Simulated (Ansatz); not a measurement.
**A computed series for LiCl: pressure series**

Base system: LiCl in the rock salt structure (space group Fm-3m, No. 225; a = 5.150 Å).

Cell and atoms are relaxed at each pressure.

Computed with PBE (Ansatz, an electronic-structure program), scalar-relativistic without spin-orbit coupling.

### Question
Only one of these has a direct gap. Which?
A) pressure −1 GPa
B) pressure 9 GPa
C) pressure 45 GPa

### Answer
A, pressure −1 GPa. Computed: pressure 9 GPa: indirect, K–Γ (78 % along) → L; pressure −1 GPa: direct at Γ; pressure 45 GPa: indirect, a point along ⟨110⟩, about 0.4 Å⁻¹ from Γ → X

Load acts through the strain it causes; cell and atoms are relaxed under it. Whether these cells are dynamically stable was not tested. No other phases were tried under pressure.
